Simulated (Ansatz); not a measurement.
**A computed series for InPd: pressure series**

Take InPd in the CsCl type structure (space group Pm-3m, No. 221) as the base.

InPd has the cubic space group Pm-3m (No. 221), the CsCl type structure, Pearson symbol cP2. Cell: a = b = c = 3.305 Å, α = β = γ = 90.00°. In on 1b sees 8 Pd at 2.862 Å and 6 In at 3.305 Å. Pd on 1a has 8 In at 2.862 Å and 6 Pd at 3.305 Å. (Neighbours: up to the widest gap in distance over summed covalent radii, below 1.35, at either atom.)

Cell and atoms are relaxed at each pressure.

Computed with PBE in Ansatz (plane waves to 420 eV, PAW, no SOC).

Notes on the quantities. enthalpy: H = E + PV relative to the base's energy.

```json
[
 {"case": "base", "enthalpy": "–", "density": "10.17 g/cm³", "shortest interatomic distance": "2.862 Å"},
 {"case": "pressure −2 GPa", "enthalpy": "-0.23 eV/atom", "density": "9.98 g/cm³", "shortest interatomic distance": "2.881 Å"},
 {"case": "pressure −1 GPa", "enthalpy": "-0.11 eV/atom", "density": "10.08 g/cm³", "shortest interatomic distance": "2.871 Å"},
 {"case": "pressure 0.9 GPa", "enthalpy": "+0.10 eV/atom", "density": "10.26 g/cm³", "shortest interatomic distance": "2.855 Å"},
 {"case": "pressure 2.1 GPa", "enthalpy": "+0.23 eV/atom", "density": "10.36 g/cm³", "shortest interatomic distance": "2.845 Å"},
 {"case": "pressure 4.5 GPa", "enthalpy": "+0.50 eV/atom", "density": "10.55 g/cm³", "shortest interatomic distance": "2.828 Å"},
 {"case": "pressure 9 GPa", "enthalpy": "+0.98 eV/atom", "density": "10.88 g/cm³", "shortest interatomic distance": "2.799 Å"},
 {"case": "pressure 15 GPa", "enthalpy": "+1.60 eV/atom", "density": "11.26 g/cm³", "shortest interatomic distance": "2.768 Å"},
 {"case": "pressure 22.5 GPa", "enthalpy": "+2.35 eV/atom", "density": "11.67 g/cm³", "shortest interatomic distance": "2.735 Å"},
 {"case": "pressure 30 GPa", "enthalpy": "+3.08 eV/atom", "density": "12.03 g/cm³", "shortest interatomic distance": "2.707 Å"}
]
```

Load acts through the strain it causes; cell and atoms are relaxed under it. No phonon test of stability was made. Competing high-pressure phases were not computed. The final runs are not spin-polarised.

Ansatz is an electronic-structure program.
